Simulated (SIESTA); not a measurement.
A self-consistent single point of AlAs (F-43m, 2 atoms in the cell) with SIESTA.

Method: GGA PBE with spin-orbit coupling, numerical atomic orbitals DZP, PseudoDojo PBE fully relativistic norm-conserving potentials (rewritten from UPF to PSML) run with SIESTA.

```
CELL_PARAMETERS angstrom
      0.00000     2.83000     2.83000
      2.83000     0.00000     2.83000
      2.83000     2.83000     0.00000
ATOMIC_POSITIONS crystal
  Al 0.00000 0.00000 0.00000
  As 0.25000 0.25000 0.25000
```

Reference input (self-consistent single point, DFT, GGA PBE, numerical atomic orbitals DZP, PseudoDojo PBE standard norm-conserving potentials (rewritten from UPF to PSML)): XC.functional = GGA; XC.authors = PBE; potentials = PseudoDojo PBE standard; PAO.BasisSize = DZP; PAO.EnergyShift = 0.005 Ry; MeshCutoff = 300 Ry; kgrid.MonkhorstPack = 8 8 8; OccupationFunction = FD; ElectronicTemperature = 50 meV; MaxSCFIterations = 150; SCF.Mixer.Method = Broyden; SCF.Mixer.Weight = 0.25. This run's input differs from it in these lines:

```diff
@@ -1,2 +1,2 @@
-# files in the folder: Al.psml As.psml (PseudoDojo PBE standard)
+# files in the folder: Al.psml As.psml (PseudoDojo PBE fully relativistic)
 SystemName  AlAs
@@ -34,2 +34,7 @@
 ElectronicTemperature        50.0 meV
+Spin                         spin-orbit
+%block DM.InitSpin
+  1 0.00 0.00 0.00
+  2 0.00 0.00 0.00
+%endblock DM.InitSpin
```

The program printed (abridged):

```
        iscf     Eharris(eV)        E_KS(eV)     FreeEng(eV)     dDmax    Ef(eV) dHmax(eV)
   scf:    1    -2947.224582    -2948.791285    -2948.791285  0.727684 -4.704482  0.923679
     spin moment: {S} , |S| = {    0.00000   -0.00000   -0.00000 }     0.00000
   scf:    2    -2948.855793    -2948.826095    -2948.826095  0.008520 -4.642873  0.500741
     spin moment: {S} , |S| = {    0.00000    0.00000   -0.00000 }     0.00000
   scf:    3    -2948.846548    -2948.838866    -2948.838866  0.008750 -4.560638  0.228535
     spin moment: {S} , |S| = {   -0.00000   -0.00000    0.00000 }     0.00000
   [... lines left out ...]
     spin moment: {S} , |S| = {   -0.00000   -0.00000    0.00000 }     0.00000
   scf:   10    -2948.839194    -2948.839194    -2948.839194  0.000018 -4.516493  0.000343
     spin moment: {S} , |S| = {   -0.00000    0.00000    0.00000 }     0.00000
   scf:   11    -2948.839194    -2948.839194    -2948.839194  0.000013 -4.516361  0.000255
     spin moment: {S} , |S| = {   -0.00000   -0.00000   -0.00000 }     0.00000
   scf:   12    -2948.839194    -2948.839194    -2948.839194  0.000009 -4.516304  0.000225
     spin moment: {S} , |S| = {    0.00000    0.00000   -0.00000 }     0.00000
SCF Convergence by DM+H criterion
max |DM_out - DM_in|         :     0.0000094639
max |H_out - H_in|      (eV) :     0.0002253562
SCF cycle converged after 12 iterations

Using DM_out to compute the final energy and forces

siesta: E_KS(eV) =            -2948.8392

siesta: E_KS - E_eggbox =     -2948.8392

siesta: Atomic forces (eV/Ang):
     1    0.000634    0.000634    0.000634
     2   -0.000646   -0.000646   -0.000646
   Tot   -0.000012   -0.000012   -0.000012
   Max    0.000646
   Res    0.000640    sqrt( Sum f_i^2 / 3N )
   Max    0.000646    constrained

Stress tensor Voigt[x,y,z,yz,xz,xy] (kbar):      -33.25      -33.25      -33.25       -1.00       -1.00       -1.00
(Free)E + p*V (eV/cell)    -2947.8983
Target enthalpy (eV/cell)    -2948.8392

siesta: Program's energy decomposition (eV):
siesta: Enl(+so)=     -1409.868582
   [... lines left out ...]
siesta: FreeEng =     -2948.839194
siesta: Cell volume =         45.330374 Ang**3
siesta:          33.25379781         33.28581050  kBar
   [... lines left out ...]

Total              18.00000   0.00000      0.000   0.000  -0.000

Mulliken Atomic Populations:
Atom #   charge [q] valence [e]           S      Sx [e]      Sy [e]      Sz [e]  Species
     1    -0.446231    3.446231    0.000000   -0.000000    0.000000   -0.000000  Al
     2     0.446231   14.553769    0.000000    0.000000   -0.000000    0.000000  As
 Total    -0.000000                0.000000    0.000000    0.000000    0.000000
```

The run converged in 12 iterations. Against the reference run the pressure moves little (3.32 to 3.33 GPa), the largest force stays at 0.001 eV/Å and the gap on the mesh goes from 1.621 to 1.523 eV.

The starting cell has typed, rounded lattice constants, without a prior relaxation at this level. Values carry the incompleteness of an atom-centred basis. With a pressure of about 3 GPa the cell is away from its equilibrium volume at this level.

Cost on one core of a shared machine: roughly 2 min.
